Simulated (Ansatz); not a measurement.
C (R-3m, No. 166, 2 atoms in the cell; start mp-169; another form than the element's usual one), treated with LDA (Ansatz, a first-principles code, PAW).

Run with plane-wave cutoff 520 eV, 16×16×10 k mesh (along the axes of the cell as run), Fermi–Dirac smearing 0.01 eV, scalar-relativistic PAW data made under PBE.

Computed at the level's own relaxed cell.

```
CELL_PARAMETERS angstrom
      2.11705    -1.22230    -0.01187
      2.11705     1.22230    -0.01187
     -1.39197     0.00000     3.34560
ATOMIC_POSITIONS crystal
  C  0.83338 0.83338 0.00015
  C  0.16662 0.16662 0.99985
```

**Question.** List the 5 lowest band energies at Γ above −25 eV (eV, relative to the valence band maximum), grouping those that round alike.

**Answer.** At Γ: -19.60, -6.64, -2.93 (×2), 3.89.

A start named mp-… is a Materials Project structure, which need not be a measured phase.
